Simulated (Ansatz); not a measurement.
The starting structures come from a database of crystals and need not be the phases stable at ambient conditions.

Tunnelling through a barrier is set by its complex band structure: the current falls as exp(−2κd) with the smallest κ.

Given:

```yaml
crystal:
  lattice:
    - [5.44451, 0.00000, 0.00000]
    - [0.00000, 5.44451, 0.00000]
    - [0.00000, 0.00000, 3.94262]
  atoms:
    - { symbol: Li, position: [0.50000, 0.00000, 0.50000] }
    - { symbol: Li, position: [0.00000, 0.50000, 0.50000] }
    - { symbol: Ta, position: [0.00000, 0.00000, 0.00000] }
    - { symbol: Ta, position: [0.50000, 0.50000, 0.00000] }
    - { symbol: O, position: [0.00000, 0.00000, 0.50000] }
    - { symbol: O, position: [0.50000, 0.50000, 0.50000] }
    - { symbol: O, position: [0.31613, 0.81613, 0.00000] }
    - { symbol: O, position: [0.68387, 0.18387, 0.00000] }
    - { symbol: O, position: [0.18387, 0.31613, 0.00000] }
    - { symbol: O, position: [0.81613, 0.68387, 0.00000] }
```

Space group of this cell: P4/mbm. The cell is taken as given; by PBEsol its mean pressure is -5.0 GPa.

Transport runs along the normal of the first two printed cell vectors, the (001) plane of the conventional cell.

The gap is the functional's own. No spin-orbit coupling. Mid-gap values are interpolated on the energy grid.

Task: Give the band gap and the smallest decay constant κ at mid-gap that PBEsol (Ansatz, a quantum-chemistry and plane-wave program) yields.

Result: Gap 2.35 eV on a 6×6×8 mesh; κ = 0.242 1/Å, at the zone centre.
